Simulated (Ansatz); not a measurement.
The parent structure is a 12-atom supercell of TiO2 in the rutile structure (space group P4_2/mnm, No. 136; a = 4.597 Å, c = 2.954 Å) at its relaxed geometry.

Method: r2SCAN (Ansatz, an electronic-structure program, PAW, scalar-relativistic without spin-orbit coupling), earlier PAW set.

Before the change:

The pressure comes out as 0.0 GPa.

One thing is altered: one Li atom is added in an open site, starting 1.74 Å from the nearest host atom, atoms relaxed at fixed cell, starting from a slightly rattled geometry.

Task: What happens to the final site of the added atom?

Result: The final site of the added atom amounts to 6 O at 1.84–2.04 Å (octahedral).

Task: What happens to the pressure?

Result: The pressure goes from zero to 6.0 GPa.

Task: What happens to the largest displacement of a host atom from its site in the perfect cell?

Result: The largest displacement of a host atom from its site in the perfect cell amounts to 0.27 Å.

Other magnetic orders, which the real material may have, were not ruled out. The cell is small, so the values are those of an ordered compound at a high defect concentration; dilute-limit values will differ. A case with no gap was solved on a k-mesh chosen for an insulator, which is coarse for it. No Hubbard U is applied, and correlation can decide whether such a compound is a metal. Spin-polarised in the final run: Li interstitial (started 1.74 Å from the nearest host atom); the other runs are not. The defect cell is spin-polarised and ends with 0.9 μB.
